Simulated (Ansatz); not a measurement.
The reference is a 12-atom supercell of NiSi2 (space group Fm-3m, No. 225; a = 5.390 Å; non-magnetic) at its relaxed geometry.

All numbers come from Ansatz (a first-principles code) PBEsol, scalar-relativistic without spin-orbit coupling.

Before the change:

| Property | Result |
|---|---|
| Pressure | 0.3 GPa |
| Mean distance from the defect site to its nearest host atoms | 2.33 Å |

One thing is altered: one Si atom is removed, atoms relaxed at fixed cell, starting from a slightly rattled geometry.

Q: What does the calculation give for the pressure after the change?

A: The pressure decreases by 5.7 GPa (0.3 GPa → -5.4 GPa).

Q: What does the calculation give for the mean distance from the defect site to its nearest host atoms after the change?

A: The mean distance from the defect site to its nearest host atoms grows by 0.02 Å to 2.35 Å.

Q: What does the calculation give for the largest displacement of a host atom from its site in the perfect cell after the change?

A: The largest displacement of a host atom from its site in the perfect cell comes out as 0.02 Å.

Other magnetic orders, which the real material may have, were not ruled out. The cell is small, so the values are those of an ordered compound at a high defect concentration; dilute-limit values will differ. Seeded moments were not kept for Si vacancy and the base. Spin-polarised in the final run: Si vacancy; the other runs are not. The defect cell is spin-polarised and ends with 0.0 μB.
